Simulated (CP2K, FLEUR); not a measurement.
A CP2K input for a self-consistent single point of MgSn5 (R32, 6 atoms in the cell) (DFT PBEsol, GPW, DZVP-MOLOPT-SR-GTH basis, GTH-PBE potentials (GTH_POTENTIALS)):

```
&GLOBAL
  PROJECT mgsn5
  RUN_TYPE ENERGY_FORCE
  PRINT_LEVEL LOW
&END GLOBAL
&FORCE_EVAL
  METHOD Quickstep
  STRESS_TENSOR ANALYTICAL
  &DFT
    BASIS_SET_FILE_NAME BASIS_MOLOPT
    POTENTIAL_FILE_NAME GTH_POTENTIALS
    &QS
      METHOD GPW
      EPS_DEFAULT 1E-10
    &END QS
    &MGRID
      CUTOFF 1000
      REL_CUTOFF 50
      NGRIDS 5
    &END MGRID
    &SCF
      SCF_GUESS ATOMIC
      EPS_SCF 1E-7
      MAX_SCF 100
      ADDED_MOS 6
      &DIAGONALIZATION
        ALGORITHM STANDARD
      &END DIAGONALIZATION
      &MIXING
        METHOD BROYDEN_MIXING
        ALPHA 0.3
        NBUFFER 8
        BETA 1.5
      &END MIXING
      &SMEAR ON
        METHOD FERMI_DIRAC
        ELECTRONIC_TEMPERATURE [K] 1160.45
      &END SMEAR
    &END SCF
    &KPOINTS
      SCHEME MONKHORST-PACK 4 4 4
      GAMMA_CENTERED T
    &END KPOINTS
    &XC
      &XC_FUNCTIONAL
        &PBE
          PARAMETRIZATION PBESOL
        &END PBE
      &END XC_FUNCTIONAL
    &END XC
    &PRINT
      &MO
        EIGENVALUES T
        OCCUPATION_NUMBERS T
        NDIGITS 8
        FILENAME mo
        &EACH
          QS_SCF 0
        &END EACH
        ADD_LAST NUMERIC
      &END MO
      &MULLIKEN OFF
      &END MULLIKEN
    &END PRINT
  &END DFT
  &SUBSYS
    &CELL
      A 6.45834900 0.00000000 0.00000000
      B 3.95596200 5.10496100 0.00000000
      C 3.95596200 1.93916200 4.72231800
      PERIODIC XYZ
    &END CELL
    &COORD
      SCALED
      Mg       0.50000000     0.50000000     0.50000000
      Sn       0.66053200     0.33946800     0.00000000
      Sn       0.00000000     0.66053200     0.33946800
      Sn       0.33946800     0.00000000     0.66053200
      Sn       0.16638900     0.16638900     0.16638900
      Sn       0.83361100     0.83361100     0.83361100
    &END COORD
    &KIND Mg
      BASIS_SET DZVP-MOLOPT-SR-GTH-q10
      POTENTIAL GTH-PBE-q10
    &END KIND
    &KIND Sn
      BASIS_SET DZVP-MOLOPT-SR-GTH-q4
      POTENTIAL GTH-PBE-q4
    &END KIND
  &END SUBSYS
  &PRINT
    &FORCES ON
    &END FORCES
    &STRESS_TENSOR ON
    &END STRESS_TENSOR
  &END PRINT
&END FORCE_EVAL
```

Task: Give the FLEUR input for the same structure, mesh, smearing and functional.

Result: One input that does it (others would too):

Input of the input generator:

```
MgSn5 crystal
&input film=f /
0.4401507838 0.2541211371 0.8612141053
-0.4401507838 0.2541211371 0.8612141053
0.0000000000 -0.5082423835 0.8612140731
12.2045104184
1.0 1.0 1.0

6
12 0.5000000000 0.5000000000 0.5000000000
50 0.6605320000 0.3394680000 -0.0000000000
50 -0.0000000000 0.6605320000 0.3394680000
50 0.3394680000 0.0000000000 0.6605320000
50 0.1663890000 0.1663890000 0.1663890000
50 0.8336110000 0.8336110000 0.8336110000

&comp jspins=1 /
&exco xctyp='PBEs' /
&kpt div1=4 div2=4 div3=4 gamma=t /
&end /
```

```xml
<?xml version="1.0" encoding="UTF-8" standalone="no"?>
<fleurInput fleurInputVersion="0.39">
   <comment>
      MgSn5 crystal                                                                                       
   </comment>
   <calculationSetup>
      <cutoffs Kmax="3.8" Gmax="15.2" GmaxXC="15.2" numbands="0"/>
      <scfLoop itmax="60" minDistance="0.00001" maxIterBroyd="99" imix="Anderson" alpha="0.05" precondParam="0.0" spinf="2.0"/>
      <coreElectrons ctail="T" frcor="F" kcrel="0" coretail_lmax="0"/>
      <xcFunctional name="PBEs" relativisticCorrections="F"/>
      <magnetism jspins="1"/>
      <soc l_soc="F" theta="0.0" phi="0.0" spav="F"/>
      <expertModes spex="0" secvar="F"/>
      <geometryOptimization l_f="T" forcealpha="1.0" forcemix="BFGS" epsdisp="0.00001" epsforce="0.00001"/>
      <ldaU l_linMix="F" mixParam="0.05" spinf="1.0"/>
   </calculationSetup>
   <cell>
      <bzIntegration valenceElectrons="80.0" mode="hist" fermiSmearingEnergy="0.00367493">
         <kPointListSelection listName="default-1"/>
         <!-- k-points included here -->
         <xi:include xmlns:xi="http://www.w3.org/2001/XInclude" href="kpts.xml"> </xi:include>
      </bzIntegration>
      <!-- symmetry operations included here -->
      <xi:include xmlns:xi="http://www.w3.org/2001/XInclude" href="sym.xml"> </xi:include>
      <bulkLattice scale="1.0">
         <bravaisMatrix>
            <row-1>    5.3718248265540263     3.1014240652726048    10.5106965206068850</row-1>
            <row-2>   -5.3718248265540263     3.1014240652726048    10.5106965206068850</row-2>
            <row-3>    0.0000000000000000    -6.2028494644981977    10.5106961276216495</row-3>
         </bravaisMatrix>
      </bulkLattice>
   </cell>
   <atomSpecies>
      <species name="Magnesium (Mg)" element="Mg" atomicNumber="12">
         <mtSphere radius="2.63" gridPoints="925" logIncrement="0.013"/>
         <atomicCutoffs lmax="10" lnonsphr="8"/>
         <electronConfig flipSpins="F">
            <coreConfig>(1s1/2)</coreConfig>
            <valenceConfig>(2s1/2) (2p1/2) (2p3/2) (3s1/2)</valenceConfig>
         </electronConfig>
         <energyParameters s="3" p="3" d="3" f="4"/>
         <lo type="SCLO" l="0" n="2" eDeriv="0"/>
         <lo type="SCLO" l="1" n="2" eDeriv="0"/>
      </species>
      <species name="Tin (Sn)" element="Sn" atomicNumber="50">
         <mtSphere radius="2.63" gridPoints="925" logIncrement="0.014"/>
         <atomicCutoffs lmax="10" lnonsphr="8"/>
         <electronConfig flipSpins="F">
            <coreConfig>(1s1/2) (2s1/2) (2p1/2) (2p3/2) (3s1/2) (3p1/2) (3p3/2) (4s1/2) (3d3/2) (3d5/2) (4p1/2) (4p3/2)</coreConfig>
            <valenceConfig>(5s1/2) (4d3/2) (4d5/2) (5p1/2) (5p3/2)</valenceConfig>
            <stateOccupation state="(5p1/2)" spinUp="0.3333333333333" spinDown="0.3333333333333"/>
            <stateOccupation state="(5p3/2)" spinUp="0.6666666666667" spinDown="0.6666666666667"/>
         </electronConfig>
         <energyParameters s="5" p="5" d="5" f="4"/>
         <lo type="SCLO" l="2" n="4" eDeriv="0"/>
      </species>
   </atomSpecies>
   <atomGroups>
      <atomGroup species="Magnesium (Mg)">
         <relPos label="                   1">1.000/2.000 1.000/2.000 1.000/2.000</relPos>
         <force calculate="T" relaxXYZ="TTT"/>
      </atomGroup>
      <atomGroup species="Tin (Sn)">
         <relPos label="                   2">-.3394680000 .3394680000 .0000000000</relPos>
         <relPos label="                   3">.0000000000 -.3394680000 .3394680000</relPos>
         <relPos label="                   4">.3394680000 .0000000000 -.3394680000</relPos>
         <force calculate="T" relaxXYZ="TTT"/>
      </atomGroup>
      <atomGroup species="Tin (Sn)">
         <relPos label="                   5">.1663890000 .1663890000 .1663890000</relPos>
         <relPos label="                   6">-.1663890000 -.1663890000 -.1663890000</relPos>
         <force calculate="T" relaxXYZ="TTT"/>
      </atomGroup>
   </atomGroups>
   <output dos="F" band="F" slice="F">
      <checks vchk="F" cdinf="F"/>
      <bandDOS minEnergy="-.5*Htr" maxEnergy="0.5*Htr" sigma="0.015" storeEVData="T"/>
      <vacuumDOS vacdos="F" integ="F" star="F" nstars="0" locx1="0.0" locy1="0.0" locx2="0.0" locy2="0.0" nstm="0" tworkf="0.0"/>
      <unfoldingBand unfoldBand="F" supercellX="1" supercellY="1" supercellZ="1"/>
      <plotting iplot="0" polar="F">
         <plot TwoD="T" vec1="  1.0  0.0  0.0" vec2="  0.0  1.0  0.0" vec3="  0.0  0.0  1.0" zero="  0.0  0.0  0.0" file="plot"/>
      </plotting>
      <chargeDensitySlicing numkpt="0" minEigenval="0.0" maxEigenval="0.0" nnne="0" pallst="F"/>
      <specialOutput eonly="F"/>
      <magneticCircularDichroism mcd="F" energyLo="-10.0" energyUp="0.0"/>
   </output>
  <!-- We include the file relax.xml here to enable relaxations (see documentation) -->
  <xi:include xmlns:xi="http://www.w3.org/2001/XInclude" href="relax.xml"> <xi:fallback/> </xi:include>
</fleurInput>
```

Basis settings and potentials, where a program has them, do not carry over. This input uses DFT, PBEsol, all-electron FLAPW (FLEUR), scalar-relativistic valence.

The starting cell comes from a database of computed structures (which also holds hypothetical and non-ambient phases and stackings), without a prior relaxation at this level. Its lattice was rescaled by a random factor within 2.5 % of one.
